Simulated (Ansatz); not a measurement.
Consider MgO in the rock salt structure (space group Fm-3m, No. 225; a = 4.254 Å).

Calculations: Kohn–Sham DFT with the PBE functional, run in Ansatz (a first-principles code) with PAW and 420 eV plane waves, no SOC.

For the base:

Band gap: 4.46 eV
Electron mass: 0.34 mₑ (at Γ)
Volume per atom: 9.62 Å³

Modification: a hydrostatic pressure of 50 GPa.

Q: Estimate the effect on the band gap.

A: The band gap grows by 2.30 eV to 6.76 eV.

Q: Estimate the effect on the electron mass.

A: The electron mass becomes 0.42 mₑ (at Γ) (base: 0.34 mₑ (at Γ)).

Q: What does the calculation give for the volume per atom after the change?

A: The volume per atom falls by 1.86 Å³ to 7.76 Å³.

Load acts through the strain it causes; cell and atoms are relaxed under it. Effective masses come from finite differences of ±0.01 Å⁻¹. No phonon test of stability was made. Competing high-pressure phases were not computed.
